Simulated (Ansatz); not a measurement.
# Converging the SCF threshold: SnSe2 (P3m1, 3 atoms in the cell)

```yaml
crystal:
  lattice:
    - [1.89928, -3.28966, 0.00000]
    - [1.89928, 3.28966, 0.00000]
    - [0.00000, 0.00000, 6.12158]
  atoms:
    - { symbol: Sn, position: [0.00000, 0.00000, 0.00817] }
    - { symbol: Se, position: [0.33333, 0.66667, 0.25000] }
    - { symbol: Se, position: [0.66667, 0.33333, 0.75000] }
```

Level of theory: LDA (PW92), PAW files made with PBE (plane waves; Ansatz, a program for electronic structure).

Base settings: basis.ecutwfc = 420 eV; kpoints.mp_grid.grid = 8 8 4; hamiltonian.xc = lda; hamiltonian.pseudopotentials = {kind: paw} (the program's default PAW files); scf.occupations.method = fermi_dirac; scf.occupations.width = 0.05 eV.

The mesh stays at the base's, so the ladder's end is converged at best in this setting alone.

Only quantities that move along the ladder and can be compared are tabulated.

The count of work is k-points × plane waves × bands × iterations; it is no time. 

The starting cell has typed, rounded lattice constants, without a prior relaxation at this level. Its lattice was rescaled by up to half a per cent. One atom was moved a little off its site on purpose.

Steps (scf.convergence.dr2_threshold): 0.1 eV; 0.01 eV; 0.001 eV; 0.0001 eV; 1e-05 eV; 1e-06 eV; 1e-07 eV; 1e-08 eV; 1e-10 eV; 1e-12 eV.

Problem. What is the coarsest scf.convergence.dr2_threshold that holds the forces within 0.005 eV/Å of the last step, with all finer ones?

Solution. 0.001 eV, at 0.38 of the last step's count of work; the step before is off by 0.007 eV/Å.

| scf.convergence.dr2_threshold | largest difference of a force vector from the last step's (eV/Å) | count of work / last |
|---|---|---|
| 0.1 eV | 0.009 | 0.23 |
| 0.01 eV | 0.007 | 0.31 |
| 0.001 eV | 0.002 | 0.38 |
| 0.0001 eV | 0.000 | 0.46 |
| 1e-05 eV | 0.000 | 0.46 |
| 1e-06 eV | 0.000 | 0.54 |
| 1e-07 eV | 0.000 | 0.62 |
| 1e-08 eV | 0.000 | 0.77 |
| 1e-10 eV | 0.000 | 0.92 |
| 1e-12 eV | 0.000 | 1.0 |

Keys are those of Ansatz 0.2.
